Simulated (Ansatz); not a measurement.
Base system: ZnSe in the zinc blende structure (space group F-43m, No. 216).

```yaml
crystal:
  lattice:
    - [0.00000, 2.83304, 2.83304]
    - [2.83304, 0.00000, 2.83304]
    - [2.83304, 2.83304, 0.00000]
  atoms:
    - { symbol: Se, position: [0.75000, 0.75000, 0.75000] }
    - { symbol: Zn, position: [0.00000, 0.00000, 0.00000] }
```

Cartesian axes are those of the cell as printed.

Computed with Ansatz (an electronic-structure program), r2SCAN, PAW, cutoff 500 eV, no spin-orbit coupling, earlier PAW set.

Strains are applied to the cell and any free atomic positions relax; under biaxial strain the out-of-plane vector relaxes too.

One change was made to it. Results:

```json
[
 {"quantity": "band gap", "base": "1.86 eV", "after": "1.65 eV"},
 {"quantity": "energy relative to the base (free energy F)", "base": "0 meV/atom", "after": "+9.5 meV/atom"},
 {"quantity": "gap character", "base": "direct at Γ", "after": "direct at Γ"}
]
```

Which change produced these results?
(A) biaxial strain +0.85 %, plane normal [110], relaxed out of plane
(B) tensor shear ε_yz = +2.84 %
(C) uniaxial strain ε_yy = −1.76 %
(D) isotropic strain +0.87 %
(E) uniaxial strain ε_zz = −4.05 %

B, tensor shear ε_yz = +2.84 %. For comparison, the band gap in the other runs: isotropic strain +0.87 % gives 1.75 eV; uniaxial strain ε_zz = −4.05 % gives 1.94 eV; biaxial strain +0.85 %, plane normal [110], relaxed out of plane gives 1.76 eV; uniaxial strain ε_yy = −1.76 % gives 1.89 eV.

A biaxial case was relaxed in a doubled cell and then solved in the primitive one. No phonon test of stability was made. Labels are those of the standard path for the cell's own space group.
